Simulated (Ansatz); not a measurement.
Consider a 32-atom cell of (Ni,Pt)Ge started in the MnP type structure, site fractions Ni 0.750, Pt 0.250, short-range order 0.00 among the nearest mixed sites of the first mixed sublattice (0 is random, a negative value favours unlike neighbours), space group P1 at the end. Its start:

```
CELL_PARAMETERS angstrom
     -5.39090     0.01267    -5.97726
      5.37677     0.00361    -5.96427
      5.38979    -7.30140     0.01627
ATOMIC_POSITIONS crystal
  Ge 0.87592 0.55631 0.12245
  Ge 0.59990 0.80121 0.60871
  Ge 0.12888 0.29414 0.62521
  Ge 0.38333 0.03400 0.14006
  Ge 0.38674 0.20246 0.37716
  Ge 0.14610 0.46007 0.88488
  Ge 0.63945 0.95460 0.87659
  Ge 0.87328 0.72243 0.35943
  Ge 0.29406 0.61016 0.38123
  Ge 0.05009 0.85197 0.89313
  Ge 0.52087 0.36739 0.87330
  Ge 0.78308 0.12198 0.35671
  Ge 0.96180 0.12194 0.14756
  Ge 0.68653 0.37858 0.61777
  Ge 0.22365 0.89000 0.62463
  Ge 0.44333 0.64283 0.10847
  Ni 0.09273 0.21884 0.38039
  Pt 0.81940 0.46436 0.87648
  Ni 0.34379 0.96966 0.87493
  Ni 0.57175 0.71493 0.36893
  Ni 0.17962 0.52427 0.14189
  Pt 0.92560 0.79093 0.62189
  Ni 0.41944 0.27268 0.62817
  Ni 0.65910 0.04030 0.10884
  Ni 0.97083 0.83511 0.12930
  Ni 0.71335 0.07632 0.62669
  Ni 0.21532 0.58549 0.61710
  Ni 0.46452 0.33302 0.12780
  Ni 0.27746 0.90994 0.37299
  Pt 0.04166 0.16332 0.88183
  Ni 0.52805 0.66907 0.87502
  Pt 0.78035 0.42170 0.37047
```

The mixing enthalpy is taken against the end members in the MnP type type (which need not be the stable form of every end member), relaxed in the same cell and mesh.

All values below come from PBE (plane waves to 420 eV, PAW; Ansatz, a quantum-chemistry and plane-wave program). No spin–orbit coupling; the runs are not spin-polarised. Its k-point mesh 5×5×5, Fermi–Dirac width 0.05 eV.

| end member | weight | volume per atom (Å³) |
|---|---|---|
| NiGe | 0.750 | 13.74 |
| PtGe | 0.250 | 16.87 |

Question: Predict the alloy's volume, bond lengths and mixing enthalpy.

Answer: 
- volume per atom = 14.58 Å³
- Ge–Ni bonds (within 1.22 times the sum of covalent radii) = 2.469 Å on average, from 2.325 to 2.638 (72)
- Ge–Pt bonds (within 1.22 times the sum of covalent radii) = 2.557 Å on average, from 2.420 to 2.673 (24)
- mixing enthalpy per site of the mixed sublattice = 13 meV
- departure of the mean lattice parameter from Vegard's line = +0.2 %
